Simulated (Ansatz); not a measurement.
Work function of faces of alpha gallium in PBE and in r2SCAN, in Ansatz (plane waves, PAW). Symmetric slabs relaxed with PBE from ideal cuts in 1x1 cells (the lowest computed cut and spin start of each face; real faces may reconstruct in larger cells); r2SCAN values are single points on them, with the bulk at the same level. No spin-orbit coupling, no U.

```json
[
 {"face": "(010)", "PBE (eV)": "4.46", "r2SCAN (eV)": "4.67"},
 {"face": "(100)", "PBE (eV)": "4.25", "r2SCAN (eV)": "4.42"},
 {"face": "(101)", "PBE (eV)": "4.16", "r2SCAN (eV)": "?"},
 {"face": "(110)", "PBE (eV)": "4.09", "r2SCAN (eV)": "4.24"},
 {"face": "(111)", "PBE (eV)": "4.24", "r2SCAN (eV)": "4.40"},
 {"face": "(121)", "PBE (eV)": "4.13", "r2SCAN (eV)": "4.27"},
 {"face": "(221)", "PBE (eV)": "4.11", "r2SCAN (eV)": "4.26"}
]
```

**Question.** Fit a straight line y = a·x + b by least squares to the 6 complete rows (x: PBE (eV); y: r2SCAN (eV)).

**Answer.** the means are x̄ = 4.2133 and ȳ = 4.3767; Σ(x − x̄)² = 0.095733 and Σ(x − x̄)(y − ȳ) = 0.11237, so a = 1.174 and b = ȳ − a·x̄ = -0.569. The largest residual is 0.009.

**Question.** What does the line predict for the withheld row, (101), and what did the calculation give?

**Answer.** the line gives 4.31; the calculation gave 4.33, a miss of 0.02, of the size of the fitted rows' scatter and rounding.

Ansatz is a first-principles code.
